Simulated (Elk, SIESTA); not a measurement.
A SIESTA input for a self-consistent single point of Ga (Cmce, 4 atoms in the cell) (DFT, GGA PBEsol, numerical atomic orbitals DZP, PseudoDojo PBEsol standard norm-conserving potentials (rewritten from UPF to PSML)):

```
# files in the folder: Ga.psml (PseudoDojo PBEsol standard)
SystemName  Ga
SystemLabel siesta

NumberOfAtoms                4
NumberOfSpecies              1
%block ChemicalSpeciesLabel
  1 31 Ga
%endblock ChemicalSpeciesLabel
LatticeConstant              4.428865 Ang
%block LatticeVectors
     0.503862050   -0.863784062    0.000000000
     0.503862050    0.863784062    0.000000000
     0.000000000    0.000000000    1.035793143
%endblock LatticeVectors
AtomicCoordinatesFormat      Ang
%block AtomicCoordinatesAndAtomicSpecies
     2.231537000   -1.191286546    1.905600975  1
     2.231537000    1.191286546    2.681787025  1
     2.231537000   -2.634296454    4.199294975  1
     2.231537000    2.634296454    0.388093025  1
%endblock AtomicCoordinatesAndAtomicSpecies

XC.functional                GGA
XC.authors                   PBEsol
PAO.BasisSize                DZP
PAO.EnergyShift              0.005 Ry
MeshCutoff                   300 Ry
%block kgrid.MonkhorstPack
    6   0   0  0.0
    0   6   0  0.0
    0   0   5  0.0
%endblock kgrid.MonkhorstPack
OccupationFunction           FD
ElectronicTemperature        1578.21 K

MaxSCFIterations             150
SCF.Mixer.Method             Pulay
SCF.Mixer.Weight             0.25
SCF.Mixer.History            8
SCF.DM.Tolerance             1.0E-05
Diag.ParallelOverK           true
WriteForces                  true
```

Q: Write the same calculation as an input for Elk.

A: This is the input that was run; spellings and numerical settings could be chosen otherwise.

```
tasks
  0

xctype
  22

tforce
  .true.

rgkmax
  8.0

gmaxvr
  18.0

lmaxapw
  10

lmaxo
  8

nxlo
  2

lorbcnd
  .true.

lradstp
  2

nrmtscf
  2.0

lmaxi
  4

swidth
  0.00499791

maxscl
  100

avec
    4.2169937670   -7.2293041370    0.0000000000
    4.2169937670    7.2293041370    0.0000000000
    0.0000000000    0.0000000000    8.6689069474

sppath
  './'

atoms
  1
  'Ga.in'
  4
  0.6557000000  0.3443000000  0.4154000000    0.0 0.0 0.0
  0.3443000000  0.6557000000  0.5846000000    0.0 0.0 0.0
  0.8443000000  0.1557000000  0.9154000000    0.0 0.0 0.0
  0.1557000000  0.8443000000  0.0846000000    0.0 0.0 0.0

ngridk
  6 6 5
```

Basis, cutoffs, solver keys and any potentials are the target program's own. This input uses DFT, PBEsol, all-electron FP-LAPW, Elk's shipped species files, APW+lo basis with extra local orbitals.

The starting cell comes from a database of computed structures (which also holds hypothetical and non-ambient phases and stackings), without a prior relaxation at this level. Its lattice was rescaled by a random factor within 2.5 % of one.
